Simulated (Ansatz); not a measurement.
Si (diamond start, 32-atom cell) (held in this type by symmetry, stable or not), space group Fd-3m.

The geometry comes from a PBE relaxation.

```
Si
1.0
   -5.47000     5.47000     5.47000
    5.47000    -5.47000     5.47000
    5.47000     5.47000    -5.47000
Si
32
Direct
  0.00000   0.25000   0.75000
  0.00000   0.50000   0.50000
  0.00000   0.75000   0.25000
  0.25000   0.00000   0.75000
  0.00000   0.00000   0.00000
  0.25000   0.25000   0.50000
  0.25000   0.50000   0.25000
  0.50000   0.75000   0.75000
  0.25000   0.75000   0.00000
  0.50000   0.00000   0.50000
  0.50000   0.25000   0.25000
  0.75000   0.50000   0.75000
  0.50000   0.50000   0.00000
  0.75000   0.75000   0.50000
  0.75000   0.00000   0.25000
  0.75000   0.25000   0.00000
  0.25000   0.50000   0.00000
  0.25000   0.75000   0.75000
  0.25000   0.00000   0.50000
  0.50000   0.25000   0.00000
  0.25000   0.25000   0.25000
  0.50000   0.50000   0.75000
  0.50000   0.75000   0.50000
  0.75000   0.00000   0.00000
  0.50000   0.00000   0.25000
  0.75000   0.25000   0.75000
  0.75000   0.50000   0.50000
  0.00000   0.75000   0.00000
  0.75000   0.75000   0.25000
  0.00000   0.00000   0.75000
  0.00000   0.25000   0.50000
  0.00000   0.50000   0.25000
```

These are HSE06 (plane waves to 420 eV, PAW; Ansatz, a quantum-chemistry and plane-wave program) values and carry that method's errors. No spin–orbit coupling. Its k-point mesh 2×2×2, Fermi–Dirac width 0.01 eV. HSE06 ran on meshes of its own (2×2×2); its edges and gaps are taken over the mesh and over extra points off it, mostly where PBE has its edges.

List the levels next to the gap at (-0.150, 0.150, -0.150) of this cell's own (folded) zone, from the top of the valence band (the table ends after a fixed count of bands, which can cut a degenerate set).


```json
[
 {"band": "v4", "E − E_v (eV)": "-1.320"},
 {"band": "v3", "E − E_v (eV)": "-0.609"},
 {"band": "v2", "E − E_v (eV)": "-0.359"},
 {"band": "v1", "E − E_v (eV)": "-0.359"},
 {"band": "c1", "E − E_v (eV)": "1.170"},
 {"band": "c2", "E − E_v (eV)": "1.754"},
 {"band": "c3", "E − E_v (eV)": "1.841"},
 {"band": "c4", "E − E_v (eV)": "1.841"}
]
```
